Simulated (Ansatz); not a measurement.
## A computed series for MnPt: magnetic orders

Start from MnPt (space group P4/mmm, No. 123; ferromagnetic).

```
MnPt
1.0
    2.86988     0.00000     0.00000
    0.00000     2.86988     0.00000
    0.00000     0.00000     3.49692
Mn Pt
1 1
Cartesian
  0.00000   0.00000   0.00000
  1.43494   1.43494   1.74846
```

Each order is relaxed in cell and atoms; arrows give the starting signs on the magnetic atoms.

Method: PBEsol (Ansatz, an electronic-structure program, PAW, no SOC).

Notes on the quantities. energy relative to the base: σ→0; to 0.01 eV only: unlike meshes or grids; space group: of the atoms, moments ignored.

```tsv
change	largest site moment	energy relative to the base	shortest interatomic distance	space group
base	3.72 μB	0.00 eV/atom	2.679 Å	P4/mmm (No. 123)
non-magnetic	–	+0.18 eV/atom	___	P4/mmm (No. 123)
↑↓ start, q = (0, 0, 1/2), 4 atoms	3.63 μB	-0.02 eV/atom	2.687 Å	P4/mmm (No. 123)
↑↓ start, q = (1/2, 1/2, 1/2), 4 atoms	3.42 μB	-0.15 eV/atom	2.679 Å	P4/mmm (No. 123)
↑↓ start, q = (0, 1/2, 0), 4 atoms	3.54 μB	___	2.676 Å	Pmmm (No. 47)
↑↓ start, q = (1/2, 1/2, 0), 4 atoms	3.53 μB	-0.19 eV/atom	2.679 Å	P4/mmm (No. 123)
↑↓ start, q = (0, 1/2, 1/2), 4 atoms	3.53 μB	-0.04 eV/atom	2.677 Å	Pmmm (No. 47)
```

**Question.** What belongs in the blanks?

**Answer.** 
- non-magnetic, shortest interatomic distance: 2.614 Å
- ↑↓ start, q = (0, 1/2, 0), 4 atoms, energy relative to the base: -0.12 eV/atom

Other magnetic orders, which the real material may have, were not ruled out. No phonon test of stability was made. Spin-polarised in the final run: base, ↑↓ start, q = (0, 0, 1/2), 4 atoms, ↑↓ start, q = (1/2, 1/2, 1/2), 4 atoms, ↑↓ start, q = (0, 1/2, 0), 4 atoms, ↑↓ start, q = (1/2, 1/2, 0), 4 atoms and ↑↓ start, q = (0, 1/2, 1/2), 4 atoms; the other runs are not.
